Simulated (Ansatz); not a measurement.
Ansatz (a quantum-chemistry and plane-wave program) run on LaSb2Au (P4/nmm, 8 atoms in the cell): self-consistent single point.

Level of theory: PBEsol-D3BJ-ATM, default PAW files made with PBE (plane waves; Ansatz).

```xyz
8
Lattice="4.4088 0.0000 0.0000 0.0000 4.4088 0.0000 0.0000 0.0000 10.5622" Properties=species:S:1:pos:R:3 pbc="T T T"
La     0.0000     2.2044     2.7009
La     2.2044     0.0000     7.8613
Sb     0.0000     0.0000     5.2811
Sb     2.2044     2.2044     5.2811
Sb     0.0000     2.2044     8.8032
Sb     2.2044     0.0000     1.7590
Au     0.0000     0.0000     0.0000
Au     2.2044     2.2044     0.0000
```

Reference input (self-consistent single point, DFT, PBEsol, plane waves, default PAW files made with PBE): basis.ecutwfc = 420 eV; kpoints.mp_grid.grid = 7 7 3; hamiltonian.xc = pbesol; hamiltonian.pseudopotentials = {kind: paw} (the program's default PAW files); scf.occupations.method = methfessel_paxton; scf.occupations.width = 0.1 eV. This run's input differs from it in these lines:

```diff
@@ -20,2 +20,3 @@
   xc: pbesol
+  dispersion: d3bjatm
   pseudopotentials: { kind: paw }
```

The program printed (abridged):

```
SCF iter   1: F=—  HF=-63979.607039 eV  |F-HF|=—  |Δ(HF+E_count)|=         —  Δρ=4.96e-3  dr2=1.64e-1  ethr=1.77e-3  ⟨swp⟩=6.6  Hψ=5365  notcnv=0
all-band conjugate gradients solve this SCF's bands
preconditioner: auto → Kerker (q_TF=auto, 2.495 Å⁻¹)
SCF iter   2: F=—  HF=-63979.594497 eV  |F-HF|=—  |Δ(HF+E_count)|=   1.25e-2  S|Δr|=    0.00e0  Δρ=2.45e-3  dr2=5.29e-2  ethr=1.37e-4  ⟨swp⟩=2.0  Hψ=2491  notcnv=0
   [... lines left out ...]
SCF iter   6: F=—  HF=-63979.588561 eV  |F-HF|=—  |Δ(HF+E_count)|=   1.57e-6  S|Δr|=    0.00e0  Δρ=3.13e-5  dr2=8.86e-6  ethr=1.26e-7  ⟨swp⟩=2.0  Hψ=1721  notcnv=0
SCF iter   7: F=—  HF=-63979.588520 eV  |F-HF|=—  |Δ(HF+E_count)|=   4.10e-5  S|Δr|=    0.00e0  Δρ=1.01e-5  dr2=5.54e-7  ethr=7.38e-9  ⟨swp⟩=2.0  Hψ=2281  notcnv=0  defer=25
SCF iter   8: F=-63979.588519 eV  HF=-63979.588519 eV  |F-HF|=3.83e-8  |Δ(HF+E_count)|=   9.15e-8  S|Δr|=    0.00e0  Δρ=3.75e-6  dr2=6.01e-8  ethr=8.33e-11  ⟨swp⟩=12.6  Hψ=8086  notcnv=0
SCF 1 converged in 8 iterations: F = -63979.588519 eV  dr2 = 6.01e-8
Stability not checked (fill_not_monotonic)
Free energy (F): -63979.588519 eV
Internal energy: -63979.583535 eV  (E = F + TS)
E sigma→0 (E₀):  -63979.587273 eV
Entropy (-TS):   -0.004984 eV (-0.623 meV/atom)
Fermi energy:    13.170339 eV
--- Forces (eV/Å), atoms counted from 1 ---
  atom   1  La     0.00000000     0.00000000    -0.10190212
  atom   2  La    -0.00000000     0.00000000     0.10190212
  atom   3  Sb     0.00000000     0.00000000     0.00000000
  atom   4  Sb    -0.00000000     0.00000000     0.00000000
   [... lines left out ...]
  atom   8  Au    -0.00000000     0.00000000    -0.00000000
--- Stress (GPa, compression-positive) ---
       -3.372236      -0.000000       0.000000
       -0.000000      -3.372236      -0.000000
        0.000000      -0.000000      -4.177613
  P = ⅓ Tr σ = -3.6407 GPa (-36.407 kbar)
  The stress holds the Pulay correction. Without it, at fixed plane waves, as pw.x and ABINIT print it: P = -3.6720 GPa
```

The run converged in 8 iterations. Against the reference run the pressure goes from -0.61 to -3.64 GPa and the largest force goes from 0.214 to 0.205 eV/Å.

The starting cell comes from a database of computed structures (which also holds hypothetical and non-ambient phases and stackings), without a prior relaxation at this level. Its lattice was rescaled by a random factor within 2.5 % of one. With a pressure of about -4 GPa the cell is away from its equilibrium volume at this level. Ansatz's pressure includes its estimate of the finite-basis (Pulay) stress.

Keys are those of Ansatz 0.2.
